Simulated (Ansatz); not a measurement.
The parent structure is ZnO in the wurtzite structure (space group P6_3mc, No. 186; a = 3.235 Å, c = 5.211 Å). Axes: x lies along a and z along c of the hexagonal cell.

Computed with Ansatz (a quantum-chemistry and plane-wave program) r2SCAN, no spin-orbit coupling.

Before the change:

The band gap is 1.24 eV, the electron mass is 0.19 mₑ (at Γ) and the gap character is direct at Γ.

One thing is altered: uniaxial stress, 1 GPa tension along x; all other stress components relax to zero.

Q: Predict the new strain response, hole mass, band gap, electron mass and gap character.

A: The strain response (xx, yy, zz) is (+0.85, −0.40, −0.23) %; the hole mass is 2.5 mₑ along x, 0.22 mₑ along y, 2.9 mₑ along z (at Γ); the band gap shrinks by 0.01 eV, from 1.24 eV to 1.23 eV; the electron mass is still 0.19 mₑ (at Γ); the gap character stays direct at Γ.

Effective masses come from finite differences of ±0.01 Å⁻¹. Beyond what the load breaks, stability against distortions was not tested. k-point labels follow each cell's own Brillouin zone.
